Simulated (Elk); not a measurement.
Elk run on CdSe (P6_3mc, 4 atoms in the cell): self-consistent single point.

Level of theory: PBE, all-electron FP-LAPW, Elk's shipped species files, APW+lo basis with extra local orbitals in Elk.

The change in words: lattice scaled by 0.98. Reference geometry:
```xyz
4
Lattice="4.3283 0.0000 0.0000 -2.1641 3.7484 0.0000 0.0000 0.0000 7.0608" Properties=species:S:1:pos:R:3 pbc="T T T"
Cd     2.1641     1.2495     3.5300
Cd     0.0000     2.4989     7.0604
Se     2.1641     1.2495     6.1846
Se     0.0000     2.4989     2.6542
```

Reference input (self-consistent single point, DFT, PBE, all-electron FP-LAPW, Elk's shipped species files, APW+lo basis with extra local orbitals): xctype = 20; rgkmax = 7.5; swidth = 0.000367493 Ha; ngridk = 5 5 3; gmaxvr = 16 1/bohr; nxlo = 2; lorbcnd = true; rmtscf = 0.94; lmaxi = 2; maxscl = 100. This run's input differs from it in these lines:

```diff
@@ -34,5 +34,5 @@
 avec
-    4.3282706302    0.0000003358    0.0000000000
-   -2.1641356059    3.7483921523    0.0000000000
-    0.0000000000    0.0000000000    7.0607720000
+    4.2417053352    0.0000001543    0.0000000000
+   -2.1208528012    3.6734244986    0.0000000000
+    0.0000000000    0.0000000000    6.9195570000
```

Output (repeated stretches shortened):

```
│ Self-consistent loop started │
│ Loop number : 1 │
 total energy                :     -16064.1889297
│ Loop number : 2 │
 total energy                :     -16064.2170594
RMS change in Kohn-Sham potential (target) :   0.1561313573     (  0.1000000000E-05)
Absolute change in total energy (target)   :   0.2812973016E-01 (  0.1000000000E-03)
│ Loop number : 3 │
 total energy                :     -16063.8713464
RMS change in Kohn-Sham potential (target) :   0.1509775780     (  0.1000000000E-05)
Absolute change in total energy (target)   :   0.3386806527     (  0.1000000000E-03)
│ Loop number : 4 │
   [... lines left out ...]
Absolute change in total energy (target)   :   0.1003275125E-02 (  0.1000000000E-03)
│ Loop number : 14 │
 total energy                :     -16052.9308289
RMS change in Kohn-Sham potential (target) :   0.1754675906E-06 (  0.1000000000E-05)
Absolute change in total energy (target)   :   0.3265771193E-03 (  0.1000000000E-03)
│ Loop number : 15 │
 total energy                :     -16052.9308186
RMS change in Kohn-Sham potential (target) :   0.8970323452E-07 (  0.1000000000E-05)
Absolute change in total energy (target)   :   0.9202345427E-04 (  0.1000000000E-03)
Convergence targets achieved

│ Loop number : 16 │

Energies :
 Fermi                       :     0.138062682981
 total energy                :     -16052.9308111

Density of states at Fermi energy :   0.2699590947E-06
 (states/Hartree/unit cell)

Estimated indirect band gap :   0.2665841632E-01
 from k-point      1 to k-point      1
Estimated direct band gap   :   0.2665841632E-01
 at k-point      1

Charges :
 core                        :    96.00000000
 valence                     :    68.00000000
 interstitial                :    7.048666062
 muffin-tins (core leakage)
  species :    1 (Cd)
   atom    1                 :    46.35318335     (  0.5708353425E-03)
   atom    2                 :    46.35318335     (  0.5708353425E-03)
  species :    2 (Se)
   atom    1                 :    32.12248362     (  0.1500387133E-03)
   atom    2                 :    32.12248362     (  0.1500387133E-03)
 total in muffin-tins        :    156.9513339
 total calculated charge     :    163.9802949
 total charge                :    164.0000000
 error                       :   0.1970505497E-01

│ Self-consistent loop stopped │
```

The run converged in 16 iterations. The count includes the last loop, which Elk runs after its targets are met. Against the reference run the free energy rises by 38.2 meV/atom and the gap on the mesh goes from 0.590 to 0.725 eV.

The starting cell comes from a database of computed structures (which also holds hypothetical and non-ambient phases and stackings), without a prior relaxation at this level. Its lattice was rescaled by a random factor within 2.5 % of one. For this run, on top of that: lattice scaled by 0.98. Values depend on the basis (sphere radii, cutoffs, local orbitals), which need not be converged.
